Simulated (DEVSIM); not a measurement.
System: Schottky contact on n-type In0.53Ga0.47As, at 400 K.

Layer 1 from the left is In0.53Ga0.47As, thickness (μm) 14.0, Nd (cm⁻³) 2.2e16, τn (s) 1.4e-9, τp (s) 1.4e-9.

Left contact: Schottky, work function 4.79 eV, emission velocity 3.8e6 cm/s. Right contact: ohmic. Voltage is applied to the left contact. Recombination: SRH at mid-gap, radiative, Auger. Mobility is constant in doping.

Constants are typed, rounded textbook-type inputs, not results; the design itself was drawn at random and stands for no fabricated device. Values at 300 K; Nc and Nv go as T^1.5, mobilities as T to minus their exponent, the gap by Varshni's rule with the affinity fixed.

In0.53Ga0.47As: gap (eV) 0.74, affinity (eV) 4.51, permittivity 13.9, Nc (cm⁻³) 2.1e17, Nv (cm⁻³) 7.7e18, μn (cm²/Vs) 12000, μp (cm²/Vs) 300, T exponent of μn 1.6, T exponent of μp 1.6, B (cm³/s) 9.6e-11, Cn (cm⁶/s) 5e-29, Cp (cm⁶/s) 5e-29, Varshni α (eV/K) 0.00035, Varshni β (K) 190.

**Question.** Estimate by hand the built-in potential, the peak field at zero bias, and compare with a numerical solution.

**Answer.** 
- Built-in potential: barrier φB = 0.280 eV; Vbi = φB − kT/q ln(N_band/N) = 0.187 V; numerical 0.187 V.
- Peak field at zero bias: depletion approximation: W = √(2εVbi/(qN)) = 0.114 μm with N = 2.20e16 cm⁻³; field = 2Vbi/W = 32800 V/cm; numerical 29500 V/cm (estimate above by 11 %).

Simulated with DEVSIM: 1D drift-diffusion, Boltzmann statistics, complete ionisation; no tunnelling, impact ionisation, image-force lowering or self-heating. Metal contacts follow the ideal Schottky-Mott rule: no Fermi-level pinning, no interface dipoles.
